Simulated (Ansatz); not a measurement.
# N on the 1x1 (100) surface of fcc Cu, one in a 2x2 cell, started at the site 'hollow Cu-Cu-Cu-Cu over Cu at depth 1.8 Å'

Level of theory: PBE (plane waves to 420 eV, PAW; Ansatz, a quantum-chemistry and plane-wave program).

Slab: 17 atoms, 5.3 Å thick at the start under the adsorbate (thin: gaps and levels are the slab's own); k 6x6x1, smearing 0.1 eV, dipole-corrected; 8 atoms held, the rest relaxed; start symmetry kept, larger cells not searched; spin-polarised, no spin-orbit, no U, no dispersion correction. The starting moment vanished. At the end it is bonded to 5 Cu. In PBE it is, or lies within 0.03 eV of, the lowest of the starts that converged.

```json
{
  "adsorption energy against ½ N2(g)": "0.44 eV",
  "work_function_of_the_top_face": "4.94 eV",
  "change_of_the_work_function": "0.39 eV",
  "change_of_the_step_from_the_bottom_to_the_top_vacuum_level_against_the_clean_slab": "0.46 eV",
  "energy_released_by_relaxation": "0.63 eV",
  "height of the binding atom over the mean of the host atoms within 0.3 Å of the top one": "0.854 bohr",
  "magnetic_moment_of_the_cell": "0.00 μB",
  "nearest_host_atoms_of_the_binding_atom": "Cu at 1.91 Å, Cu at 1.91 Å, Cu at 1.91 Å",
  "largest_move_of_a_host_atom": "0.09 Å",
  "cost": "very roughly 40 core-minutes"
}
```

A negative adsorption energy means that the adsorbate is more stable on the surface than in its reference.
